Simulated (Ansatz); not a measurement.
## Pressure series in GaN

Base system: GaN in the zinc blende structure (space group F-43m, No. 216; a = 4.498 Å).

Cell and atoms are relaxed at each pressure.

The values are results of r2SCAN (Ansatz, a first-principles code; PAW; 500 eV plane waves; no spin-orbit coupling), not measurements.

Candidates:
(a) pressure 0.3 GPa
(b) pressure 1.5 GPa
(c) pressure 3 GPa
(d) pressure −2 GPa
(e) pressure 7.5 GPa

For the base:

- Band gap = 2.17 eV

Problem. Order them by band gap, highest first.

Solution. (e) pressure 7.5 GPa (2.41 eV), (c) pressure 3 GPa (2.27 eV), (b) pressure 1.5 GPa (2.22 eV), (a) pressure 0.3 GPa (2.18 eV), (d) pressure −2 GPa (2.10 eV)

Load acts through the strain it causes; cell and atoms are relaxed under it. Stability against distortions was not tested. Tetrahedral semiconductors of this kind turn to denser phases somewhere between about 1 and 50 GPa; those were not computed, so compressed cells here can lie past the real transition. This is not the structure that GaN has at room temperature and ambient pressure.
